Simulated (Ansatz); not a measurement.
A self-consistent single point of YbAgBi (P3m1, 6 atoms in the cell) with Ansatz (a program for electronic structure).

Method: PBEsol, default PAW files made with PBE (plane waves; Ansatz).

The change in words: lattice scaled by 0.98; kpoints.mp_grid.grid: 7 7 3 → 10 10 6. Reference geometry:
```
CELL_PARAMETERS angstrom
      4.90253     0.00000     0.00000
     -2.45126     4.24572     0.00000
      0.00000     0.00000     7.86045
ATOMIC_POSITIONS crystal
  Yb 0.00000 0.00000 0.75555
  Yb 0.00000 0.00000 0.24919
  Ag 0.33333 0.66667 0.56885
  Ag 0.66667 0.33333 0.06885
  Bi 0.33333 0.66667 0.96596
  Bi 0.66667 0.33333 0.46596
```

Reference input (self-consistent single point, DFT, PBEsol, plane waves, default PAW files made with PBE): basis.ecutwfc = 420 eV; kpoints.mp_grid.grid = 7 7 3; hamiltonian.xc = pbesol; hamiltonian.pseudopotentials = {kind: paw} (the program's default PAW files); scf.occupations.method = gaussian; scf.occupations.width = 0.1 eV. This run's input differs from it in these lines:

Ansatz 0.2 input:
```diff
@@ -3,5 +3,5 @@
   lattice:
-    - [4.902531, 0.000000, 0.000000]
-    - [-2.451265, 4.245716, 0.000000]
-    - [0.000000, 0.000000, 7.860447]
+    - [4.804480, 0.000000, 0.000000]
+    - [-2.402240, 4.160802, 0.000000]
+    - [0.000000, 0.000000, 7.703238]
   atoms:
@@ -16,3 +16,3 @@
 kpoints:
-  mp_grid: { grid: [7, 7, 3] }
+  mp_grid: { grid: [10, 10, 6] }
 hamiltonian:
```

Log, with long lists cut:

```
SCF iter   1: F=—  HF=-66884.722698 eV  |F-HF|=—  |Δ(HF+E_count)|=         —  Δρ=1.10e-2  dr2=2.00e-1  ethr=1.77e-3  ⟨swp⟩=6.9  Hψ=21889  notcnv=0  defer=13
all-band conjugate gradients solve this SCF's bands
preconditioner: auto → Kerker (q_TF=auto, 2.602 Å⁻¹)
SCF iter   2: F=—  HF=-66884.693427 eV  |F-HF|=—  |Δ(HF+E_count)|=   2.93e-2  Δρ=3.46e-3  dr2=2.80e-2  ethr=1.72e-4  ⟨swp⟩=2.9  Hψ=10161  notcnv=0  defer=36
   [... lines left out ...]
SCF iter   7: F=—  HF=-66884.686335 eV  |F-HF|=—  |Δ(HF+E_count)|=   2.62e-5  Δρ=3.66e-5  dr2=3.92e-6  ethr=3.09e-8  ⟨swp⟩=2.0  Hψ=8427  notcnv=0  defer=36
SCF iter   8: F=—  HF=-66884.686334 eV  |F-HF|=—  |Δ(HF+E_count)|=   2.17e-7  Δρ=1.24e-5  dr2=5.13e-7  ethr=3.38e-9  ⟨swp⟩=2.0  Hψ=6931  notcnv=0  defer=36
SCF iter   9: F=—  HF=-66884.686334 eV  |F-HF|=—  |Δ(HF+E_count)|=   7.05e-8  Δρ=5.90e-6  dr2=1.13e-7  ethr=8.62e-11  ⟨swp⟩=12.5  Hψ=33352  notcnv=0
SCF iter  10: F=-66884.686334 eV  HF=-66884.686334 eV  |F-HF|=5.88e-9  |Δ(HF+E_count)|=   2.61e-8  Δρ=1.46e-6  dr2=6.12e-9  ethr=8.62e-11  ⟨swp⟩=5.3  Hψ=21259  notcnv=0
SCF 1 converged in 10 iterations: F = -66884.686334 eV  dr2 = 6.12e-9
Free energy (F): -66884.686334 eV
Internal energy: -66884.679858 eV  (E = F + TS)
E sigma→0 (E₀):  -66884.683096 eV
Entropy (-TS):   -0.006476 eV (-1.079 meV/atom)
Fermi energy:    13.917984 eV
--- Forces (eV/Å), atoms counted from 1 ---
  atom   1  Yb     0.00000000    -0.00000000    -0.21721065
  atom   2  Yb     0.00000000     0.00000000     0.03032838
  atom   3  Ag    -0.00000000    -0.00000000    -0.02174566
  atom   4  Ag     0.00000000     0.00000000    -0.02495944
  atom   5  Bi     0.00000000    -0.00000000     0.11757051
  atom   6  Bi     0.00000000     0.00000000     0.11601030
--- Stress (GPa, compression-positive) ---
       -0.765943       0.000000       0.000000
        0.000000      -0.765943       0.000000
        0.000000      -0.000000      -1.708843
  P = ⅓ Tr σ = -1.0802 GPa (-10.802 kbar)
  The stress holds the Pulay correction. Without it, at fixed plane waves, as pw.x and ABINIT print it: P = -1.1262 GPa
```

The run converged in 10 iterations. Against the reference run the free energy drops by 26.1 meV/atom, the pressure goes from -3.87 to -1.08 GPa and the largest force goes from 0.195 to 0.217 eV/Å.

The starting cell comes from a database of computed structures (which also holds hypothetical and non-ambient phases and stackings), without a prior relaxation at this level. Its lattice was rescaled by up to half a per cent. One atom was moved a little off its site on purpose. For this run, on top of that: lattice scaled by 0.98. Spin polarisation is off. Ansatz's pressure includes its estimate of the finite-basis (Pulay) stress.

Cost on one core of a shared machine: roughly 2 min.
